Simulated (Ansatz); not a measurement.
# CsCl-type CoGa: properties by level of theory

Reference values: lattice constant a 2.878 Å (measured, temperature not stated, copied from a table, unchecked, no zero-point or thermal correction; as tabulated in Monatshefte fuer Chemie und verwandte Teile anderer Wissenschaften 123, 509 (1992)).

```tsv
level (code)	equilibrium lattice constant a (Å)	bulk modulus B0 (GPa)	cohesive energy (eV/atom)
PBEsol (Ansatz)	2.840	201	?
PBE-D3(BJ) (Ansatz)	2.850	194	?
PBEsol-D3(BJ) (Ansatz)	2.812	217	5.22
```

Q: What belongs in the gaps?

A: 
- PBEsol (Ansatz, a quantum-chemistry and plane-wave program), cohesive energy (eV/atom): 4.79
- PBE-D3(BJ) (Ansatz), cohesive energy (eV/atom): 4.52

Ansatz's density-functional and Hartree–Fock values are scalar-relativistic unless marked +SOC, with PAW data made under PBE.

The crystal itself was run without spin with PBEsol, PBE-D3(BJ), PBEsol-D3(BJ); a magnetic state was not tried in these runs.

Free atoms are spin-polarised, in the lowest state found; at levels without +SOC their spin–orbit coupling is left out.

The computed numbers hold no vibrational or temperature effects.
